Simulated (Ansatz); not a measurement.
**Au: response to strain**

Start from Au in the fcc (Cu type) structure (space group Fm-3m, No. 225; relaxed with 0.1 eV smearing).

```
CELL_PARAMETERS angstrom
      0.00000     2.02383     2.02383
      2.02383     0.00000     2.02383
      2.02383     2.02383     0.00000
ATOMIC_POSITIONS crystal
  Au 0.00000 0.00000 0.00000
```

Cartesian axes are those of the cell as printed.

Strains are applied to the cell and any free atomic positions relax; under biaxial strain the out-of-plane vector relaxes too.

Method: LDA, PAW, 420 eV (Ansatz, a program for electronic structure; scalar-relativistic without spin-orbit coupling).

Notes on the quantities. pressure: mean of the normal stresses, compression positive.

| variant | ratio −ε⊥/ε∥ | pressure | shortest interatomic distance |
|---|---|---|---|
| base | – | 0.0 GPa | 2.862 Å |
| biaxial strain −2.50 %, plane normal [111], relaxed out of plane | 1.46 | 3.8 GPa | 2.791 Å |
| biaxial strain −2.08 %, plane normal [111], relaxed out of plane | ? | ? | ? |
| biaxial strain −1.25 %, plane normal [111], relaxed out of plane | 1.39 | 1.7 GPa | 2.826 Å |
| biaxial strain −0.83 %, plane normal [111], relaxed out of plane | 1.37 | 1.1 GPa | 2.838 Å |
| biaxial strain +0.83 %, plane normal [111], relaxed out of plane | 1.34 | -1.0 GPa | 2.849 Å |
| biaxial strain +1.25 %, plane normal [111], relaxed out of plane | 1.35 | -1.3 GPa | 2.842 Å |
| biaxial strain +1.67 %, plane normal [111], relaxed out of plane | 1.36 | -1.6 GPa | 2.835 Å |
| biaxial strain +2.08 %, plane normal [111], relaxed out of plane | 1.37 | -1.9 GPa | 2.828 Å |
| biaxial strain +2.50 %, plane normal [111], relaxed out of plane | 1.38 | -2.1 GPa | 2.821 Å |

Complete the table.


- biaxial strain −2.08 %, plane normal [111], relaxed out of plane, ratio −ε⊥/ε∥: 1.44
- biaxial strain −2.08 %, plane normal [111], relaxed out of plane, pressure: 3.0 GPa
- biaxial strain −2.08 %, plane normal [111], relaxed out of plane, shortest interatomic distance: 2.803 Å

Stability against distortions was not tested.
